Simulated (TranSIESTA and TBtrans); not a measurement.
# Si chain with one bond stretched by 3.0 Å

Junction: Si chain with one bond stretched by 3.0 Å. Leads: straight Si chain, spacing 2.25 Å. Geometry: as built, not relaxed.

TranSIESTA and TBtrans, PBE, DZP numerical orbitals (energy shift 0.15 eV), PseudoDojo norm-conserving scalar-relativistic potentials, mesh cutoff 200 Ry, 300 K, no spin polarisation, no spin-orbit coupling; self-consistent non-equilibrium Green functions.

```
Item                               Result
---------------------------------  ------
Conductance at 300 K (G0 = 2e²/h)  0.0037
Thermopower (μV/K)                   -5.4
Mean T from −0.5 to 0.5 eV         0.0036
```

Energies count from the leads' Fermi level. Transmissions are for one spin of a degenerate pair. The energy step is 0.01 eV; narrower resonances are cut or missed.

| E (eV) | T | lead channels |
|---|---|---|
| -2.00 | 0 | 0 |
| -1.90 | 0 | 0 |
| -1.80 | 0 | 0 |
| -1.70 | 0 | 0 |
| -1.60 | 0 | 0 |
| -1.50 | 0 | 0 |
| -1.40 | 0 | 0 |
| -1.30 | 0 | 0 |
| -1.20 | 0.00025 | band edge |
| -1.10 | 0.00053 | 3 |
| -1.00 | 0.00078 | 3 |
| -0.90 | 0.0010 | 3 |
| -0.80 | 0.0013 | 3 |
| -0.70 | 0.0015 | 3 |
| -0.60 | 0.0018 | 3 |
| -0.50 | 0.0020 | 3 |
| -0.40 | 0.0023 | 3 |
| -0.30 | 0.0027 | 3 |
| -0.20 | 0.0031 | 3 |
| -0.10 | 0.0034 | 3 |
| 0.00 | 0.0037 | 3 |
| 0.10 | 0.0040 | 3 |
| 0.20 | 0.0042 | 3 |
| 0.30 | 0.0044 | 3 |
| 0.40 | 0.0046 | 3 |
| 0.50 | 0.0048 | 3 |
| 0.60 | 0.0050 | 3 |
| 0.70 | 0.0052 | 3 |
| 0.80 | 0.0055 | 3 |
| 0.90 | 0.0058 | 3 |
| 1.00 | 0.0061 | 3 |
| 1.10 | 0.0064 | 3 |
| 1.20 | 0.0067 | 3 |
| 1.30 | 0.0071 | 3 |
| 1.40 | 0.0074 | 3 |
| 1.50 | 0.0078 | 3 |
| 1.60 | 0.0083 | 3 |
| 1.70 | 0.0087 | 3 |
| 1.80 | 0.0092 | 3 |
| 1.90 | 0.0098 | 3 |
| 2.00 | 0.010 | 3 |

The straight chain is held at its spacing; free chains may zigzag or dimerise. No spin-polarised start was tried, so a magnetic state, if there is one, is missed.
